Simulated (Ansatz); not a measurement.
Base system: Lu in the hcp (Mg type) structure (space group P6_3/mmc, No. 194; relaxed with 0.1 eV smearing).

```xyz
2
Lattice="3.5062 0.0000 0.0000 -1.7531 3.0364 0.0000 0.0000 0.0000 5.4820" Properties=species:S:1:pos:R:3 pbc="T T T"
Lu     0.0000     2.0243     4.1115
Lu     1.7531     1.0121     1.3705
```

Cartesian axes are those of the cell as printed.

All numbers come from PBE/PAW in Ansatz (a quantum-chemistry and plane-wave program), without spin-orbit coupling.

Base values:

Volume per atom: 29.18 Å³

Modification: compressive biaxial strain of 3.20 % in the plane normal to [001], as in epitaxy on a mismatched substrate; the out-of-plane cell vector and the atoms relax.

Estimate the effect on the volume per atom.

The volume per atom decreases by 1.37 Å³, from 29.18 Å³ to 27.81 Å³.

Estimate the effect on the in-plane stress.

The mean in-plane stress (compression positive) comes out as +3.8 GPa.

Whether these cells are dynamically stable was not tested.
